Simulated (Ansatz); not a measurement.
GaP (F-43m), HSE06, rigid bands (Ansatz, a program for electronic structure): N_c = 4.24e19 cm⁻³ at 300 K and an electron conductivity mass of 0.343 mₑ.

Problem. For 1e17 electrons per cm³ at 300 K, place the Fermi level, estimate the Seebeck coefficient of a parabolic band with constant τ, and give mobility and conductivity for τ = 50 fs.

Solution. The level lies k_BT ln(N_c/n) = 0.156 eV below the conduction-band minimum. S ≈ −(k_B/e)[ln(N_c/n) + 5/2] = -737 μV/K, against -724 μV/K from the full bands (mean over directions). μ = eτ/m = 256 cm²/(V·s) and σ = neμ = 4.11 S/cm. τ is assumed, not computed.

Band transport and this doping are assumed; polarons and phonon drag are left out. Spin-orbit coupling is left out. Geometry: cell and atoms relaxed with PBEsol.
